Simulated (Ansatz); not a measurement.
Base system: CdSe in the wurtzite structure (space group P6_3mc, No. 186).

```
CELL_PARAMETERS angstrom
      4.38279     0.00000     0.00000
     -2.19140     3.79561     0.00000
      0.00000     0.00000     7.15437
ATOMIC_POSITIONS crystal
  Cd 0.33333 0.66667 0.00013
  Cd 0.66667 0.33333 0.50013
  Se 0.33333 0.66667 0.37587
  Se 0.66667 0.33333 0.87587
```

Cartesian axes are those of the cell as printed.

Level of theory: DFT with PBE, PAW potentials and a 420 eV plane-wave cutoff in Ansatz (an electronic-structure program), no SOC.

Base values:

The band gap is 0.54 eV.

Now apply this change: compressive biaxial strain of 2.40 % in the plane normal to [001], as in epitaxy on a mismatched substrate; the out-of-plane cell vector and the atoms relax.

Problem. Estimate the effect on the band gap.

Solution. The band gap decreases by 0.038 eV, from 0.54 eV to 0.51 eV.

Problem. Estimate the effect on the out-of-plane strain.

Solution. The out-of-plane strain comes out as +2.03 %.

Problem. How does this affect the in-plane stress?

Solution. The mean in-plane stress (compression positive) comes out as +1.9 GPa.

Gaps are Kohn–Sham eigenvalue differences; semilocal functionals usually give less than the measured gap. Stability against distortions was not tested.
